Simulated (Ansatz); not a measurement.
Effect of isotropic strain +1.18 % on FePt

The parent structure is FePt (space group P4/mmm, No. 123; a = 2.7313 Å, c = 3.7630 Å; ferromagnetic; relaxed with 0.1 eV smearing).

Now apply this change: every lattice vector is stretched by 1.18 %; the atoms relax in the strained cell.

The values are results of PBE, PAW, 420 eV (Ansatz, a quantum-chemistry and plane-wave program; without spin-orbit coupling), not measurements. Γ-centred 21×21×15 mesh, Fermi–Dirac width 0.1 eV.

```json
[
 {"quantity": "shortest interatomic distance", "base": "2.696 Å", "changed": "2.728 Å", "shift": "+0.032 Å"},
 {"quantity": "energy relative to the base (free energy F)", "base": "0 meV/atom", "changed": "+10 meV/atom", "shift": "+10 meV/atom"},
 {"quantity": "pressure (mean of the normal stresses, compression positive)", "base": "0.0 GPa", "changed": "-6.4 GPa", "shift": "-6.4 GPa"},
 {"quantity": "band gap", "base": "zero", "changed": "zero", "shift": "–"},
 {"quantity": "magnetic state", "base": "ferromagnetic", "changed": "ferromagnetic", "shift": "–"}
]
```

The magnetic state is the one reached from the starting moments; the real material's order can differ, and small cells can't hold many antiferromagnetic ones. Whether these cells are dynamically stable was not tested.
